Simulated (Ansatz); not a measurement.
A user runs Ansatz (a quantum-chemistry and plane-wave program) on ZrN (Fm-3m, 2 atoms in the cell) and asks whether the run is sound. The aim is a self-consistent single point with DFT, PBE, plane waves, default PAW files.

Cell that was meant: a = 3.1764 Å, b = 3.1764 Å, c = 3.1764 Å, α = 60.00°, β = 60.00°, γ = 60.00°.

Part of the input:

```yaml
# ZrN
crystal:
  lattice:
    - [0.000000, 4.244486, 4.244486]
    - [4.244486, 0.000000, 4.244486]
    - [4.244486, 4.244486, 0.000000]
  atoms:
    - { symbol: Zr, position: [0.500000, 0.500000, 0.500000] }
    - { symbol: N, position: [0.000000, 0.000000, 0.000000] }
```

The program printed (abridged):

```
WARN ansatz: RAYON_NUM_THREADS=1 ignored (pool sized by the plan → 1); use --threads N
Pseudopotentials: kind: paw
   [... lines left out ...]
Symmetry: 48 space group operations
Space group: Fm-3m (ITA 225), of the structure as read, at distance tolerance 5.3e-5 Å
k-points: 47 of 1000
Initial density: superposition of atomic densities (neutral atoms: chi_scale 0, normalization atom), corrected by the library's trained network
Initial wavefunctions: pseudopotential atomic-orbital guess
Eigensolver: davidson
Functional: x = pbe(κ = 0.804, μ = 0.2195149727645171), c = pbe(β = 0.06672455060314922)
SCF iter   1: F=—  HF=-4555.845316 eV  |F-HF|=—  |Δ(HF+E_count)|=         —  Δρ=3.76e-2  dr2=6.26e0  ethr=1.77e-3  ⟨swp⟩=4.5  Hψ=6632  notcnv=0
all-band conjugate gradients solve this SCF's bands
automatic band count: the SCF goes on with 17 bands, as 13 were too few: the levels above may hold too much charge
preconditioner: auto → LDOS
   [... lines left out ...]
SCF iter  12: F=—  HF=-4555.703729 eV  |F-HF|=—  |Δ(HF+E_count)|=   5.19e-6  S|Δr|=    0.00e0  Δρ=1.31e-5  dr2=5.21e-7  ethr=7.58e-7  ⟨swp⟩=1.0  Hψ=799  notcnv=0
SCF iter  13: F=—  HF=-4555.703776 eV  |F-HF|=—  |Δ(HF+E_count)|=   4.69e-5  S|Δr|=    0.00e0  Δρ=3.63e-6  dr2=4.47e-8  ethr=5.88e-10  ⟨swp⟩=3.2  Hψ=2833  notcnv=0
SCF iter  14: F=-4555.703776 eV  HF=-4555.703776 eV  |F-HF|=7.28e-12  |Δ(HF+E_count)|=   5.60e-9  S|Δr|=    0.00e0  Δρ=2.81e-7  dr2=1.71e-10  ethr=2.63e-10  ⟨swp⟩=2.2  Hψ=2250  notcnv=0
SCF 1 converged in 14 iterations: F = -4555.703776 eV  dr2 = 1.71e-10
Stability not checked (fill_not_monotonic)
Free energy (F): -4555.703776 eV
Internal energy: -4555.708910 eV  (E = F + TS)
E sigma→0 (E₀):  -4555.705060 eV
Entropy (-TS):   0.005134 eV (2.567 meV/atom)
Fermi energy:    -0.710919 eV
--- Forces (eV/Å), atoms counted from 1 ---
  atom   1  Zr     0.00000000    -0.00000000     0.00000000
  atom   2  N     -0.00000000    -0.00000000     0.00000000
--- Stress (GPa, compression-positive) ---
       -5.775093      -0.000000      -0.000000
       -0.000000      -5.775093       0.000000
       -0.000000       0.000000      -5.775093
  P = ⅓ Tr σ = -5.7751 GPa (-57.751 kbar)
  The stress holds the Pulay correction. Without it, at fixed plane waves, as pw.x and ABINIT print it: P = -5.8350 GPa
```

Question: Is anything amiss in this input, and did it matter?

Answer: The run is not sound. The fault is this: lattice typed in bohr, read as angstrom. Bohr and ångström differ by a factor of 1.89; the cell that the program reads is then far too large or far too small. To fix it, give the lengths in the unit that the key or card expects. The run converged in 14 iterations without an error; against the sound input the free energy goes up by 7.76 eV/atom and the pressure goes from 19.52 to -5.78 GPa.

The sound input it was made from differs as follows (other fixes are possible):
```diff
-    - [0.000000, 4.244486, 4.244486]
-    - [4.244486, 0.000000, 4.244486]
-    - [4.244486, 4.244486, 0.000000]
+    - [0.000000, 2.246085, 2.246085]
+    - [2.246085, 0.000000, 2.246085]
+    - [2.246085, 2.246085, 0.000000]
```

With that input, the run converged in 5 iterations: free energy E − TS (on the zero of these files) -4571.2155 eV; Fermi level (on the code's own zero) 18.90 eV; pressure 19.52 GPa (DFT, PBE, plane waves, default PAW files).

On the sound input: the starting cell comes from a database of computed structures (which also holds hypothetical and non-ambient phases and stackings), without a prior relaxation at this level. Its lattice was rescaled by a random factor within 2.5 % of one. With a pressure of about 20 GPa the cell is away from its equilibrium volume at this level. Ansatz's pressure includes its estimate of the finite-basis (Pulay) stress.
